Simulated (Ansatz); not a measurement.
## BaTiO3: response to strain

Base system: BaTiO$_{3}$ in the cubic perovskite structure (space group Pm-3m, No. 221; a = 3.9346 Å).

Strains are applied to the cell and any free atomic positions relax.

The values are results of Ansatz (a first-principles code), LDA, PAW, cutoff 420 eV, no spin-orbit coupling, not measurements.

Notes on the quantities. energy relative to the base: free energy F.

```csv
variant,pressure,energy relative to the base,band gap
base,-0.01 GPa,0 meV/atom,1.83 eV
isotropic strain +0.60 %,-3.38 GPa,+2.4 meV/atom,1.79 eV
isotropic strain +1.20 %,-6.47 GPa,+9.3 meV/atom,1.76 eV
isotropic strain +2.40 %,-11.87 GPa,+36 meV/atom,1.69 eV
isotropic strain +3.00 %,-14.23 GPa,+54 meV/atom,1.65 eV
```

Whether these cells are dynamically stable was not tested. All final runs are without spin polarisation. Many cubic perovskites are stable only at high temperature; tilts and polar distortions were not tested. This is not the structure that BaTiO3 has at room temperature and ambient pressure.
